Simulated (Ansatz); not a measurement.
fcc Au (0 0 1) on tetragonal BaTiO3 (0 0 1) (film strained to the substrate, started from cuts of the bulks and a machine-learned relaxation; slabs Ba4Ti4O12 and Au12, which can lie off the formulas)

A periodic stack without vacuum, fcc Au (0 0 1) on tetragonal BaTiO3 (0 0 1) (film strained to the substrate, started from cuts of the bulks and a machine-learned relaxation; slabs Ba4Ti4O12 and Au12, which can lie off the formulas): substrate slab Ba4Ti4O12, film Au12, surface cells [[0, 1], [-1, 0]] and [[0, -1], [2, 1]], film strained by -4.1 and -4.1 %, outermost planes OTi/BaO and Au/Au as cut, which need not be the usual terminations and can put a slab off its formula.

The start was prepared with a machine-learned potential, and the result is one local minimum, with the in-plane cell held and forces under 0.04 eV/Å; the film can end far from its bulk form.

Method: PBE (plane waves to 420 eV, PAW; Ansatz, a program for electronic structure). No spin–orbit coupling; the runs are not spin-polarised; PBE gaps are too small against experiment. Its k-point mesh 8×8×1, Fermi–Dirac width 0.05 eV.

The interface area comes out as 15.9 Å², the period is 31.49 Å and the heights between the nearest atoms of the two slabs at the two interfaces comes out as 3.21 and 2.43 Å. The Au–Ti contacts across the interfaces within 1.22 times the sum of covalent radii is 4, mean 3.28 Å, the Au–Ba contacts across the interfaces within 1.22 times the sum of covalent radii is 4, mean 3.78 Å and the Au–O contacts across the interfaces within 1.22 times the sum of covalent radii is 2, mean 2.43 Å.

```yaml
crystal:
  lattice:
    - [3.98349, 0.00091, 0.13524]
    - [0.00140, 3.98515, -0.06739]
    - [2.75491, -1.21381, 31.62250]
  atoms:
    - { symbol: Ba, position: [0.06762, 0.96726, 0.11326] }
    - { symbol: Ti, position: [0.63320, 0.44645, 0.05146] }
    - { symbol: O, position: [0.56578, 0.45873, 0.10892] }
    - { symbol: O, position: [0.61745, 0.91970, 0.04613] }
    - { symbol: O, position: [0.11610, 0.42094, 0.04609] }
    - { symbol: Ba, position: [0.94141, 0.03242, 0.24694] }
    - { symbol: Ti, position: [0.51196, 0.51108, 0.18328] }
    - { symbol: O, position: [0.44412, 0.52248, 0.24136] }
    - { symbol: O, position: [0.49738, 0.98350, 0.17729] }
    - { symbol: O, position: [0.99436, 0.48646, 0.17728] }
    - { symbol: Ba, position: [0.80458, 0.09572, 0.37993] }
    - { symbol: Ti, position: [0.36003, 0.57446, 0.31588] }
    - { symbol: O, position: [0.31661, 0.58618, 0.37400] }
    - { symbol: O, position: [0.38484, 0.04789, 0.31015] }
    - { symbol: O, position: [0.88731, 0.55097, 0.31018] }
    - { symbol: Ba, position: [0.67189, 0.15910, 0.51349] }
    - { symbol: Ti, position: [0.23165, 0.63275, 0.44912] }
    - { symbol: O, position: [0.18627, 0.64779, 0.50628] }
    - { symbol: O, position: [0.24969, 0.11575, 0.44389] }
    - { symbol: O, position: [0.75061, 0.61663, 0.44389] }
    - { symbol: Au, position: [0.48552, 0.25852, 0.68720] }
    - { symbol: Au, position: [0.98538, 0.75854, 0.68730] }
    - { symbol: Au, position: [0.05715, 0.22459, 0.61556] }
    - { symbol: Au, position: [0.55717, 0.72445, 0.61550] }
    - { symbol: Au, position: [0.34209, 0.32588, 0.82834] }
    - { symbol: Au, position: [0.84208, 0.82582, 0.82834] }
    - { symbol: Au, position: [0.91425, 0.29217, 0.75775] }
    - { symbol: Au, position: [0.41445, 0.79210, 0.75758] }
    - { symbol: Au, position: [0.20095, 0.39572, 0.96891] }
    - { symbol: Au, position: [0.70035, 0.89652, 0.96879] }
    - { symbol: Au, position: [0.76833, 0.36100, 0.89977] }
    - { symbol: Au, position: [0.26903, 0.86057, 0.89907] }
```
